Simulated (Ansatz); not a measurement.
The starting structures come from a database of crystals and need not be the phases stable at ambient conditions.

Inside the gap of an insulator the Bloch states are evanescent, with a wavenumber k + iκ along the transport direction.

```
CELL_PARAMETERS angstrom
      6.80545     0.00000     0.00000
     -1.74969     7.20411     0.00000
     -0.87484     3.60205     5.73175
ATOMIC_POSITIONS crystal
  Rb 0.34630 0.62875 0.00000
  Rb 0.65370 0.37125 0.00000
  Rb 0.50000 0.19393 0.61214
  Rb 0.50000 0.80607 0.38786
  Rb 0.00000 0.26199 0.47602
  Rb 0.00000 0.73801 0.52398
  Ga 0.14861 0.16486 0.00000
  Ga 0.85139 0.83514 0.00000
  O  0.85596 0.09697 0.00000
  O  0.14404 0.90303 0.00000
  O  0.26615 0.41677 0.73530
  O  0.73385 0.58323 0.26470
  O  0.73385 0.84793 0.73530
  O  0.26615 0.15207 0.26470
```

Space group of this cell: C2/m. The cell is taken as given; by PBEsol its mean pressure is -0.6 GPa.

Transport runs along the normal of the first two printed cell vectors.

The gap is the functional's own, uncorrected, and κ follows it; spin-orbit coupling is left out. Mid-gap values are interpolated between the computed energies.

Task: State the band gap and the smallest decay constant κ at mid-gap according to PBEsol (Ansatz, an electronic-structure program).

Result: Gap 2.51 eV on a 6×6×6 mesh; κ = 0.276 1/Å, at the zone centre.
